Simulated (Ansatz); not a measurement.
Reference: BAs (F-43m), r2SCAN, rigid bands (plane waves, PAW, scalar-relativistic; Ansatz, a quantum-chemistry and plane-wave program); geometry: cell and atoms relaxed with PBEsol.

```cif
data_As4B4
_chemical_formula_sum 'B4 As4'
_space_group_name_H-M_alt 'F-43m'
_space_group_IT_number 216
_space_group_name_Hall 'F -4 2 3'
_cell_length_a 4.76793
_cell_length_b 4.76793
_cell_length_c 4.76793
_cell_angle_alpha 90.000
_cell_angle_beta 90.000
_cell_angle_gamma 90.000
loop_
_atom_site_label
_atom_site_type_symbol
_atom_site_symmetry_multiplicity
_atom_site_Wyckoff_symbol
_atom_site_fract_x
_atom_site_fract_y
_atom_site_fract_z
_atom_site_occupancy
B1 B 4 d 0.75000 0.75000 0.75000 1
As1 As 4 a 0.00000 0.00000 0.00000 1
```
(The calculation used a cell of 2 atoms; values per cell refer to that cell.)

| Property | Value |
|---|---|
| band gap | 1.36 eV |
| electron conductivity mass | 0.30 mₑ |
| Seebeck coefficient, n-type 1e19 cm⁻³ | -320 μV/K |

### Question
Replace As by P on the same sites and relax. What happens?

### Answer
BP (F-43m): volume per atom 13.5 to 11.5 Å³; band gap stays about the same (1.36 eV to 1.40 eV); electron conductivity mass rises (0.30 mₑ to 0.32 mₑ); Seebeck coefficient, n-type 1e19 cm⁻³ stays about the same (-320 μV/K to -336 μV/K).

### Question
Replace As by N on the same sites and relax. What happens?

### Answer
BN (F-43m): volume per atom 13.5 to 5.9 Å³; band gap rises (1.36 eV to 5.01 eV); electron conductivity mass rises (0.30 mₑ to 0.38 mₑ); Seebeck coefficient, n-type 1e19 cm⁻³ falls in size (-320 μV/K to -281 μV/K).

### Question
Replace B by Ga on the same sites and relax. What happens?

### Answer
GaAs (F-43m): volume per atom 13.5 to 22.6 Å³; band gap falls (1.36 eV to 1.00 eV); electron conductivity mass falls (0.30 mₑ to 0.060 mₑ); Seebeck coefficient, n-type 1e19 cm⁻³ falls in size (-320 μV/K to -46 μV/K).

Moves up to 5 % count as about the same. Masses are for dilute carriers at 300 K, harmonic means over directions unless an axis is named. Seebeck coefficients are for the stated density at 300 K, with one relaxation time for all states and whether or not that doping can be reached. Spin-orbit coupling is left out.
